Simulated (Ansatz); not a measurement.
**Habitual settings against a tight run: AlRu (Pm-3m, 2 atoms in the cell)**

Self-consistent single point.

```yaml
crystal:
  lattice:
    - [3.03350, 0.00000, 0.00000]
    - [0.00000, 3.03350, 0.00000]
    - [0.00000, 0.00000, 3.03350]
  atoms:
    - { symbol: Al, position: [0.00000, 0.00000, 0.00000] }
    - { symbol: Ru, position: [0.50000, 0.50000, 0.50000] }
```

Computed with PBEsol, PAW files made with PBE (plane waves; Ansatz, an electronic-structure program).

Base settings: basis.ecutwfc = 30.9 Ry; kpoints.mp_grid.grid = 9 9 9; hamiltonian.xc = pbesol; hamiltonian.pseudopotentials = {kind: paw} (the program's default PAW files); scf.occupations.method = fermi_dirac; scf.occupations.width = 0.0037 Ry.

Tight run (finer mesh or higher cutoff; not a proven limit): basis.ecutwfc: 30.9 Ry → 43.4 Ry; kpoints.mp_grid.grid: 9 9 9 → 13 13 13; scf.convergence.dr2_threshold: default (1e-07 eV) → 1e-09 eV. It gave Fermi level (on the code's own zero) 15.12 eV; pressure -11.14 GPa.

Quick runs, as changes from the base:
- A: the base itself
- B: basis.ecutwfc: 30.9 Ry → 15.4 Ry; kpoints.mp_grid.grid: 9 9 9 → 2 2 2; hamiltonian.xc: pbesol → lda; scf.occupations.method: fermi_dirac → cold; scf.occupations.width: 0.0037 Ry → 0.0147 Ry [LDA (PW92)]
- C: basis.ecutwfc: 30.9 Ry → 24.6 Ry; kpoints.mp_grid.grid: 9 9 9 → 6 6 6
- D: basis.ecutwfc: 30.9 Ry → 15.4 Ry; kpoints.mp_grid.grid: 9 9 9 → 8 8 8; scf.occupations.method: fermi_dirac → methfessel_paxton; scf.occupations.width: 0.0037 Ry → 0.0147 Ry
- E: kpoints.mp_grid.grid: 9 9 9 → 4 4 4; hamiltonian.xc: pbesol → lda [LDA (PW92)]
- F: basis.ecutwfc: 30.9 Ry → 18.4 Ry; kpoints.mp_grid.grid: 9 9 9 → 6 6 6; scf.convergence.dr2_threshold: default (1e-07 eV) → 0.001 eV

Energies are extrapolated to zero smearing width, which holds to low order in the width alone.

Dashes: energy of B, E, another energy zero.

† marks runs with another functional, U, potentials or spin treatment: their distance from the tight run is not a convergence error alone.

The count of work is k-points × plane waves × bands × iterations; it is no time. 

Pressures in the table are Ansatz's without its Pulay estimate, at a fixed set of plane waves; the tight run's value above holds the estimate.

The starting cell comes from a database of computed structures (which also holds hypothetical and non-ambient phases and stackings), without a prior relaxation at this level. Its lattice was rescaled by a random factor within 2.5 % of one. Spin polarisation is off. In the base run, with a pressure of about -11 GPa the cell is away from its equilibrium volume at this level.

```tsv
run	energy less tight (meV/atom)	pressure less tight (GPa)	count of work / tight
A	3.7	-0.11	0.20
B†	–	-117.44	0.0092
C	23.9	-2.01	0.088
D	2238.2	-116.20	0.060
E†	–	-6.51	0.050
F	570.5	-37.70	0.048
```

Among the runs at the tight run's level, the energy misses run from 3.7 to 2238.2 meV/atom.

Keys are those of Ansatz 0.2.
